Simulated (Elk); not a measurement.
Band structure of YCu2Ge2 (I4/mmm, 5 atoms in the cell).

```
CELL_PARAMETERS angstrom
     -1.99944     1.99944     5.09663
      1.99944    -1.99944     5.09663
      1.99944     1.99944    -5.09663
ATOMIC_POSITIONS crystal
  Y  0.00000 0.00000 0.00000
  Cu 0.75000 0.25000 0.50000
  Cu 0.25000 0.75000 0.50000
  Ge 0.61934 0.61934 0.00000
  Ge 0.38066 0.38066 0.00000
```

Method: PBEsol, all-electron FP-LAPW, Elk's shipped species files, APW+lo basis with extra local orbitals in Elk.

Settings: xctype = 22; rgkmax = 8; stype = 3; swidth = 0.00367493 Ha; ngridk = 7 7 7; gmaxvr = 16 1/bohr; nxlo = 2; lorbcnd = true; rmtscf = 0.89; lmaxi = 3.

The starting cell comes from a database of computed structures (which also holds hypothetical and non-ambient phases and stackings), without a prior relaxation at this level. Its lattice was rescaled by a random factor within 2.5 % of one. Spin polarisation is off. Values depend on the basis (sphere radii, cutoffs, local orbitals), which need not be converged.

Levels in eV from the Fermi level, bands 33 to 40:
| point | 33 | 34 | 35 | 36 | 37 | 38 | 39 | 40 |
|---|---|---|---|---|---|---|---|---|
| Γ | -2.62 | -1.80 | -1.80 | -0.71 | 0.84 | 0.84 | 2.60 | 2.75 |
| X | -3.21 | -2.64 | -2.29 | -2.21 | -2.11 | 1.70 | 2.83 | 3.34 |
| Y | -3.21 | -2.46 | -2.20 | -2.04 | -1.91 | 1.57 | 2.77 | 3.10 |
| S | -3.41 | -1.51 | -1.34 | -1.27 | 1.30 | 1.83 | 2.40 | 2.66 |
| Z | -1.77 | -1.77 | -0.74 | -0.45 | 1.64 | 1.64 | 1.90 | 1.95 |
| S1 | -3.41 | -1.51 | -1.34 | -1.27 | 1.30 | 1.83 | 2.40 | 2.66 |
| N | -3.32 | -2.80 | -1.21 | 0.12 | 0.28 | 1.61 | 2.07 | 2.50 |
| P | -3.21 | -2.51 | -2.51 | -2.13 | -2.13 | 0.78 | 3.91 | 3.91 |
| Y1 | -3.21 | -2.46 | -2.20 | -2.04 | -1.91 | 1.57 | 2.77 | 3.10 |

Bands cross the Fermi level along this path, so the cell is metallic at this level.
